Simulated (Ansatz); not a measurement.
Input:

```xyz
2
Lattice="2.8726 0.0000 0.0000 -1.4363 2.5129 0.0000 0.0000 0.0000 4.5930" Properties=species:S:1:pos:R:3 pbc="T T T"
Ti     1.4363     0.8258     3.4447
Ti     0.0000     1.6871     1.1482
```

No spin polarisation.

All numbers come from PBEsol in Ansatz (plane waves to 420 eV, PAW, without spin-orbit coupling). k-mesh 23×23×13 (Γ-centred); smearing 0.1 eV (Fermi–Dirac).

### Question
What is the computed pressure (mean of the normal stresses, compression positive)?

### Answer
1.2 GPa.

### Question
What is the computed band gap?

### Answer
Zero.

The cells carry an imposed strain or load. Stability against distortions was not tested. All final runs are without spin polarisation. The cell was made from Ti in the hcp (Mg type) structure (space group P6_3/mmc, No. 194) by this change: uniaxial strain ε_xx = −1.00 %.

Ansatz is an electronic-structure program.
